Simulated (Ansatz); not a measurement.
Worked example: self-consistent single point of LaCu (Pm, 8 atoms in the cell) in Ansatz (an electronic-structure program)

Level of theory: PBEsol, default PAW files made with PBE (plane waves; Ansatz).

Input:

Ansatz 0.2 input:
```yaml
# LaCu
crystal:
  lattice:
    - [7.552843, 0.000000, 0.000000]
    - [0.000000, 4.607955, 0.000000]
    - [0.000000, 0.000000, 5.604785]
  atoms:
    - { symbol: La, position: [0.676080, 0.250000, 0.403221] }
    - { symbol: La, position: [0.323920, 0.750000, 0.605700] }
    - { symbol: La, position: [0.823920, 0.750000, 0.894300] }
    - { symbol: La, position: [0.176080, 0.250000, 0.105700] }
    - { symbol: Cu, position: [0.532010, 0.250000, 0.896020] }
    - { symbol: Cu, position: [0.467990, 0.750000, 0.103980] }
    - { symbol: Cu, position: [0.967990, 0.750000, 0.396020] }
    - { symbol: Cu, position: [0.032010, 0.250000, 0.603980] }
basis:
  ecutwfc: 420.0
kpoints:
  mp_grid: { grid: [3, 5, 4] }
hamiltonian:
  xc: pbesol
  pseudopotentials: { kind: paw }
scf:
  occupations: { method: gaussian, width: 0.1 }
output:
  forces: true
  eigenvalues: true
  stress: true
```

Log, with long lists cut:

```
WARN ansatz: RAYON_NUM_THREADS=1 ignored (pool sized by the plan → 1); use --threads N
Pseudopotentials: kind: paw
Pseudopotential: La, paw, valence charge 11
Pseudopotential: Cu, paw, valence charge 19
Crystal: 8 atoms, lattice volume = 195.064 Å³
Basis set: ecut = 420 eV, 3813 PW (Γ), exchange–correlation on 108×64×80 points (8 copies of the dense FFT grid, shifted against one another)
Bands: 72, of which v1, the nominal top of the filled ones, is band 60 counted from 1 (59 counted from 0)
Symmetry: 2 space group operations
Space group: Pm (ITA 6), of the structure as read, at distance tolerance 5.8e-5 Å
k-points: 21 of 60 (time reversal used)
PAW frozen core: La, regenerated for the run's functional, and the local potential with it
PAW frozen core: Cu, regenerated for the run's functional, and the local potential with it
Initial density: superposition of atomic densities (neutral atoms: chi_scale 0, normalization atom), corrected by the library's trained network
Initial wavefunctions: pseudopotential atomic-orbital guess
Eigensolver: davidson
Functional: x = pbesol(κ = 0.804, μ = 0.12345679012345678), c = pbesol(β = 0.046)
SCF iter   1: F=—  HF=-51001.218432 eV  |F-HF|=—  |Δ(HF+E_count)|=         —  Δρ=1.14e-2  dr2=1.57e-1  ethr=1.77e-3  ⟨swp⟩=7.4  Hψ=7053  notcnv=0
all-band conjugate gradients solve this SCF's bands
preconditioner: auto → Kerker (q_TF=auto, 2.516 Å⁻¹)
SCF iter   2: F=—  HF=-51001.200995 eV  |F-HF|=—  |Δ(HF+E_count)|=   1.74e-2  Δρ=2.71e-3  dr2=1.19e-2  ethr=1.31e-4  ⟨swp⟩=2.2  Hψ=2496  notcnv=0  defer=24
SCF iter   3: F=—  HF=-51001.198015 eV  |F-HF|=—  |Δ(HF+E_count)|=   2.98e-3  Δρ=1.78e-3  dr2=5.48e-3  ethr=9.91e-6  ⟨swp⟩=2.0  Hψ=2581  notcnv=0  defer=24
SCF iter   4: F=—  HF=-51001.197324 eV  |F-HF|=—  |Δ(HF+E_count)|=   6.90e-4  Δρ=4.28e-4  dr2=4.10e-4  ethr=4.57e-6  ⟨swp⟩=2.0  Hψ=2003  notcnv=0  defer=24
SCF iter   5: F=—  HF=-51001.197287 eV  |F-HF|=—  |Δ(HF+E_count)|=   3.71e-5  Δρ=1.42e-4  dr2=4.34e-5  ethr=3.41e-7  ⟨swp⟩=2.1  Hψ=2668  notcnv=0  defer=24
SCF iter   6: F=—  HF=-51001.197292 eV  |F-HF|=—  |Δ(HF+E_count)|=   5.25e-6  Δρ=1.32e-4  dr2=2.22e-5  ethr=3.62e-8  ⟨swp⟩=2.0  Hψ=2577  notcnv=0  defer=24
SCF iter   7: F=—  HF=-51001.197288 eV  |F-HF|=—  |Δ(HF+E_count)|=   4.21e-6  Δρ=2.92e-5  dr2=1.38e-6  ethr=1.85e-8  ⟨swp⟩=2.0  Hψ=2580  notcnv=0  defer=24
SCF iter   8: F=-51001.197288 eV  HF=-51001.197288 eV  |F-HF|=6.02e-8  |Δ(HF+E_count)|=   6.78e-8  Δρ=5.51e-6  dr2=8.03e-8  ethr=8.33e-11  ⟨swp⟩=13.7  Hψ=8768  notcnv=0
SCF 1 converged in 8 iterations: F = -51001.197288 eV  dr2 = 8.03e-8
SCF converged after 8 iterations
Free energy (F): -51001.197288 eV
Harris-Foulkes:  -51001.197288 eV  (|F-HF|=6.02e-8)
Internal energy: -51001.165771 eV  (E = F + TS)
E sigma→0 (E₀):  -51001.181530 eV
Entropy (-TS):   -0.031517 eV (-3.940 meV/atom)
Fermi energy:    12.347564 eV
--- Per-component energies (eV) ---
  E_band       = -1912.608123
  E_kinetic    = 1970.417085
  E_local      = -24051.117449  (includes V_loc(G=0)·N_el)
  E_nonlocal   = 1941.819865
  E_hartree    = 10658.880300
  E_xc         = -907.731066
  E_vxc        = -1048.099581  (∫ρ·V_xc dr)
  E_paw        = -27811.934832  (= ΣΔE_a)
  E_vpaw       = -2043.413725  (= ΣTr[D̂ρ^β])
  E_aug_tail   = 0.000983  (compensation charges beyond the density's cutoff)
  E_ewald      = -12803.003504
  E_core_change = 1.502847  (= ΣΔE_core)
  E_smearing   = -0.031517  (= −TS)
  E_closure    = -0.000000  (closes the sum)
  Σ components = -51001.197288   (vs F -51001.197288, Δ=0.00e0)
--- Forces (eV/Å), atoms counted from 1 ---
  atom   1  La     0.04387839     0.00000000    -0.24653646
  atom   2  La    -0.08308056     0.00000000     0.03420657
  atom   3  La    -0.09006363     0.00000000     0.02621187
  atom   4  La     0.09187100     0.00000000     0.05395094
  atom   5  Cu     0.02419479     0.00000000     0.14059707
  atom   6  Cu    -0.01053436     0.00000000    -0.01749903
  atom   7  Cu    -0.02073315     0.00000000     0.04090881
  atom   8  Cu     0.04447177     0.00000000    -0.03183322
  max |Σ_I F_I| component: 6.56e-6 eV/Å
--- Stress (GPa, compression-positive) ---
       -1.738225       0.000000       0.042110
        0.000000      -2.763533       0.000000
        0.042110       0.000000      -1.765877
  P = ⅓ Tr σ = -2.0892 GPa (-20.892 kbar)
  The stress holds the Pulay correction. Without it, at fixed plane waves, as pw.x and ABINIT print it: P = -2.1088 GPa
--- Band table (eV; the first three rows and the last of 21) ---
  k-point 0: bands = ["-100.2584", "-100.2473", "-100.2465", "-100.2325", "-57.8199", "-57.8163", "-57.8073", "-57.7948", "-57.7789", "-57.7673", "-57.7575", "-57.7518", "-57.7324", "-57.7203", "-57.7006", "-57.6867", "-20.3895", "-20.2902", [...]
  k-point 1: bands = ["-100.2584", "-100.2473", "-100.2465", "-100.2325", "-57.8199", "-57.8163", "-57.8073", "-57.7948", "-57.7789", "-57.7673", "-57.7575", "-57.7518", "-57.7324", "-57.7203", "-57.7006", "-57.6867", "-20.3697", "-20.2781", [...]
  k-point 2: bands = ["-100.2584", "-100.2473", "-100.2465", "-100.2325", "-57.8199", "-57.8163", "-57.8073", "-57.7948", "-57.7789", "-57.7673", "-57.7575", "-57.7518", "-57.7324", "-57.7203", "-57.7006", "-57.6867", "-20.3243", "-20.3185", [...]
  k-point 20: bands = ["-100.2582", "-100.2475", "-100.2463", "-100.2326", "-57.8198", "-57.8165", "-57.8090", "-57.7961", "-57.7787", "-57.7676", "-57.7571", "-57.7523", "-57.7223", "-57.7113", "-57.7091", "-57.6942", "-20.3035", "-20.2839", [...]
```

The run converged in 8 iterations.

The starting cell comes from a database of computed structures (which also holds hypothetical and non-ambient phases and stackings), without a prior relaxation at this level. Its lattice was rescaled by up to half a per cent. One atom was moved a little off its site on purpose. Spin polarisation is off. Ansatz's pressure includes its estimate of the finite-basis (Pulay) stress.

Cost on one core of a shared machine: roughly 40 s.
